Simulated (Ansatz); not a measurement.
The reference is GaN in the wurtzite structure (space group P6_3mc, No. 186).

```
GaN
1.0
    3.18273     0.00000     0.00000
   -1.59136     2.75632     0.00000
    0.00000     0.00000     5.18570
Ga N
2 2
Direct
  0.66667   0.33333   0.00090
  0.33333   0.66667   0.50090
  0.66667   0.33333   0.62430
  0.33333   0.66667   0.12430
```

Levels (all Ansatz, an electronic-structure program, PAW, earlier PAW set): PBEsol (420 eV, no SOC); PBEsol+SOC (420 eV, spin-orbit coupling included).

The geometry is relaxed with PBEsol.

| Item | Result |
|---|---|
| PBEsol lowest conduction level above the VBM at special points | Γ 1.88 eV; A 4.21 eV; L 4.30 eV; M 4.94 eV |
| PBEsol valence-band top at Γ | 0.00, 0.00, -0.04 eV |
| PBEsol electron mass | 0.16 mₑ along c, 0.17 mₑ across (at Γ) |

Task: What does PBEsol+SOC give at this geometry for the lowest conduction level above the VBM at special points, valence-band top at Γ and electron mass?

Result: The lowest conduction level above the VBM at special points goes from Γ 1.88 eV; A 4.21 eV; L 4.30 eV; M 4.94 eV to Γ 1.87 eV; A 4.20 eV; L 4.29 eV; M 4.94 eV; the valence-band top at Γ (three highest Kramers pairs, from the VBM) goes from 0.00, 0.00, -0.04 eV to 0.00, -0.01, -0.05 eV; the electron mass is still 0.16 mₑ along c, 0.17 mₑ across (at Γ).

Single points use the geometry relaxed with PBEsol. Differences between runs with and without spin-orbit coupling are approximate. The levels and masses belong to the bands next to the band gap. Effective masses come from finite differences of ±0.01 Å⁻¹. Whether these cells are dynamically stable was not tested.
